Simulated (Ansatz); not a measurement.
The starting structures come from a database of crystals and need not be the phases stable at ambient conditions.

 Where the default PAW files enter, the runs use the earlier of Ansatz's two default sets.

Tunnelling through a barrier is set by its complex band structure: the current falls as exp(−2κd) with the smallest κ.

Data:

```xyz
12
Lattice="6.4334 0.0000 0.0000 2.5318 5.9568 0.0000 0.0000 0.0000 6.3690" Properties=species:S:1:pos:R:3 pbc="T T T"
Sb     6.4577     2.2440     2.3263
Sb     2.5076     3.7128     4.0427
Sb     1.2417     0.7344     5.5108
Sb     7.7236     5.2224     0.8582
Ru     5.3441     1.7869     6.3396
Ru     3.6212     4.1699     0.0294
Ru     2.3553     1.1915     3.1551
Ru     6.6100     4.7653     3.2139
Se     4.6467     1.0759     4.0437
Se     4.3185     4.8809     2.3253
Se     3.0526     1.9025     0.8592
Se     5.9126     4.0543     5.5098
```

Space group of this cell: P2_1/c. The cell is taken as given; by r2SCAN its mean pressure is -2.4 GPa.

Transport runs along the normal of the first two printed cell vectors.

The gap is the functional's own, uncorrected, and κ follows it; spin-orbit coupling is left out. Mid-gap values are interpolated between the computed energies.

Q: Give the band gap and the smallest decay constant κ at mid-gap that r2SCAN in Ansatz (an electronic-structure program) yields.

A: Gap 0.95 eV on a 6×6×6 mesh; κ = 0.154 1/Å, at (0.333, 0.500) of the in-plane reciprocal vectors. At the zone centre, at the nearest computed energy, the slowest state has κ = 0.23 1/Å.
